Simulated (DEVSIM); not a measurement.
System: Schottky contact on n-type GaAs, at 350 K.

Layer 1 from the left is GaAs, thickness (μm) 0.910, Nd (cm⁻³) 1.8e17, τn (s) 7.9e-8, τp (s) 7.9e-8.

Left contact: Schottky, work function 4.96 eV, emission velocity 2.5e6 cm/s. Right contact: ohmic. Voltage is applied to the left contact. Recombination: SRH at mid-gap, radiative, Auger. Mobility is μmin + (μ − μmin)/(1 + (N/Nref)^α).

Constants are typed, rounded textbook-type inputs, not results; the design itself was drawn at random and stands for no fabricated device. Values at 300 K; Nc and Nv go as T^1.5, mobilities as T to minus their exponent, the gap by Varshni's rule with the affinity fixed.

GaAs: gap (eV) 1.424, affinity (eV) 4.07, permittivity 12.9, Nc (cm⁻³) 4.7e17, Nv (cm⁻³) 9e18, μn (cm²/Vs) 8500, μp (cm²/Vs) 400, μn,min 500, μp,min 20, Nref,n 6e16, Nref,p 1.5e17, αn 0.39, αp 0.38, T exponent of μn 2.1, T exponent of μp 2.2, B (cm³/s) 2e-10, Cn (cm⁶/s) 1e-30, Cp (cm⁶/s) 1e-30, Varshni α (eV/K) 0.000541, Varshni β (K) 204.

Model (solved in DEVSIM): 1D drift-diffusion, Boltzmann statistics, complete ionisation; no tunnelling, impact ionisation, image-force lowering or self-heating. Metal contacts follow the ideal Schottky-Mott rule: no Fermi-level pinning, no interface dipoles.

Dark forward current:

```csv
|V| (V),|J| (A/cm²)
0.05,1.536e-7
0.10,9.588e-7
0.15,5.182e-6
0.20,2.734e-5
0.25,0.0001436
0.30,0.0007534
0.35,0.003952
0.40,0.02073
0.45,0.1087
0.50,0.5703
0.55,2.990
0.60,15.67
0.65,81.89
0.70,423.2
0.75,2077
```

**Question.** Work out the local ideality factor n = ΔV / (kT/q · ln(J2/J1)) between the rows 0.15 and 0.20 V, 0.70 and 0.75 V.

**Answer.** kT/q = 30.16 mV. From 0.15 to 0.20 V: ln(2.734e-5/5.182e-6) = 1.663, n = 1.00, near the 1 of diffusion or emission over a barrier. From 0.70 to 0.75 V: ln(2077/423.2) = 1.591, n = 1.04, near the 1 of diffusion or emission over a barrier.

**Question.** Estimate the current at 0.45 V for emission alone, J0 = q v N_band exp(−φB/kT), and read the barrier back from the simulated current.

**Answer.** φB = 0.890 eV, N_band = 5.92e17 cm⁻³, J0 = 3.63e-8 A/cm²; J = J0 (exp(qV/kT) − 1) = 0.109 A/cm². The simulation gives 0.109 A/cm², the same within the digits that matter. Read backwards, the simulated current gives an apparent barrier of 0.890 eV. The estimate leaves out transport through the depletion region and minority injection.
